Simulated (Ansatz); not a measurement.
**Relaxation of cell and atoms of Na₂Au (I4/mcm, 6 atoms in the cell) at several settings**

```
Na2Au
1.0
   -3.70850     3.70850     2.76100
    3.70850    -3.70850     2.76100
    3.70850     3.70850    -2.76100
Au Na
2 4
Direct
  0.25000   0.25000   0.00000
  0.75000   0.75000   0.00000
  0.65800   0.15800   0.81600
  0.15800   0.34200   0.50000
  0.34200   0.84200   0.18400
  0.84200   0.65800   0.50000
```

Base: PBEsol, default PAW files made with PBE (Ansatz, an electronic-structure program). Its settings: kpoints.mp_grid.grid = 8 8 8; hamiltonian.xc = pbesol; hamiltonian.pseudopotentials = {kind: paw} (the program's default PAW files); scf.occupations.method = fermi_dirac; scf.occupations.width = 0.1 eV. Starting volume 25.31 Å³ per atom.

Each line gives the change from the base single point and the result:

- relax: default → cell and atoms; relax.cell.p_target: default → 10 GPa: pressure 10.01 GPa; largest force (vector length) 0.001 eV/Å; final cell a = b = c = 5.3752 Å, α = β = 104.38°, γ = 120.22°; final volume per atom 19.39 Å³; relaxation steps 8; free energy against the base single point 117.2 meV/atom.
- hamiltonian.xc: pbesol → lda; relax: default → cell and atoms [DFT, LDA (PW92), plane waves, default PAW files made with PBE]: pressure 0.02 GPa; final cell a = b = c = 5.7325 Å, α = β = 103.13°, γ = 123.06°; final volume per atom 23.13 Å³; relaxation steps 5.

The starting cell comes from a database of published, mostly measured structures (it also holds non-ambient and calculated ones), without a prior relaxation at this level. Ansatz's pressure includes its estimate of the finite-basis (Pulay) stress.

Left out of this page: 1 run of the series outside the window shown, repeating another row's setting, or not comparable.

Keys are those of Ansatz 0.2.
